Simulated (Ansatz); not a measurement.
L1₀ (CuAu-type) FePt

Level of theory: PBE-D3(BJ) (plane waves, PAW; Ansatz, a quantum-chemistry and plane-wave program).

Settings: plane-wave cutoff 500 eV, 20×20×16 k mesh (along the axes of the cell as run), Fermi–Dirac smearing 0.1 eV, spin-polarised with parallel moments, scalar-relativistic PAW data made under PBE.

Cell (relaxed at this level):

```
FePt
1.0
    2.70328     0.00000     0.00000
    0.00000     2.70328     0.00000
    0.00000     0.00000     3.72426
Fe Pt
1 1
Direct
  0.00000   0.00000   0.00000
  0.50000   0.50000   0.50000
```

* **magnetic moment (largest site, within a sphere)**: 2.93 μB

Moments are spin moments.

Spin–orbit coupling is not included.

Static lattice: no zero-point or thermal effects.

It cost about 5 core-minutes (a rough figure) of CPU time.
